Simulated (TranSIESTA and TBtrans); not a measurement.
Run with TranSIESTA and TBtrans (open boundaries, self-consistent; PseudoDojo norm-conserving potentials, scalar-relativistic): PAO.BasisSize DZP, PAO.EnergyShift 0.15 eV, XC.Authors PBE, Mesh.Cutoff 200 Ry, ElectronicTemperature 300 K, TS.Voltage 0.0 eV, TBT.Elecs.Eta 0.001 eV, no spin polarisation.

System: Sn chain with one bond stretched by 0.6 Å. Leads: straight Sn chain, spacing 2.915 Å. Geometry: as built, not relaxed.

Question: Give the largest eigenchannel transmissions at the Fermi level (four at most) and the total.

Answer: 0.86, 0.78, 0.78; total 2.43. The straight chain is held at its spacing; free chains may zigzag or dimerise. No spin-polarised start was tried, so a magnetic state, if there is one, is missed.
